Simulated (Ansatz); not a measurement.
ZrRuAs: pressure series

Take ZrRuAs (space group P-62m, No. 189; a cell from a computed database, its experimental status unchecked) as the base.

```cif
data_As3Ru3Zr3
_chemical_formula_sum 'Zr3 As3 Ru3'
_space_group_name_H-M_alt 'P 1'
_space_group_IT_number 1
_cell_length_a 6.55064
_cell_length_b 6.55064
_cell_length_c 3.89083
_cell_angle_alpha 90.000
_cell_angle_beta 90.000
_cell_angle_gamma 120.000
loop_
_space_group_symop_operation_xyz
  'x, y, z'
loop_
_atom_site_label
_atom_site_type_symbol
_atom_site_fract_x
_atom_site_fract_y
_atom_site_fract_z
_atom_site_occupancy
Zr1 Zr 0.41772 0.41772 0.50000 1
Zr2 Zr 0.00000 0.58228 0.50000 1
Zr3 Zr 0.58228 0.00000 0.50000 1
As1 As 0.00000 0.00000 0.50000 1
As2 As 0.66667 0.33333 0.00000 1
As3 As 0.33333 0.66667 0.00000 1
Ru1 Ru 0.00000 0.24338 0.00000 1
Ru2 Ru 0.24338 0.00000 0.00000 1
Ru3 Ru 0.75662 0.75662 0.00000 1
```

Cell and atoms are relaxed at each pressure.

Level of theory: plane-wave PAW DFT at the PBEsol level (Ansatz, a program for electronic structure, 420 eV), scalar-relativistic without spin-orbit coupling.

| pressure (GPa) | volume per atom (Å³/atom) |
|---|---|
| -1 | 16.145 |
| 0 | 16.066 |
| 0.3 | 16.042 |
| 0.7 | ? |
| 1.5 | 15.951 |
| 3 | 15.841 |
| 5 | 15.700 |
| 7.5 | 15.534 |
| 10 | 15.376 |

Q: Fit the third-order Birch–Murnaghan form P(V) = (3B₀/2)[(V₀/V)^(7/3) − (V₀/V)^(5/3)]·[1 + (3/4)(B₀′ − 4)((V₀/V)^(2/3) − 1)] (squares taken in P) to the rows shown and predict the withheld row.

A: Least squares on the printed values gives V₀ = 16.066 Å³/atom, B₀ = 206 GPa, B₀′ = 4.6; this predicts 16.012 Å³/atom, and the run gives 16.012 Å³/atom, in agreement.

Load acts through the strain it causes; cell and atoms are relaxed under it. No phonon test of stability was made. No other phases were tried under pressure. All final runs are without spin polarisation. An odd electron count without spin: ZrRuAs.
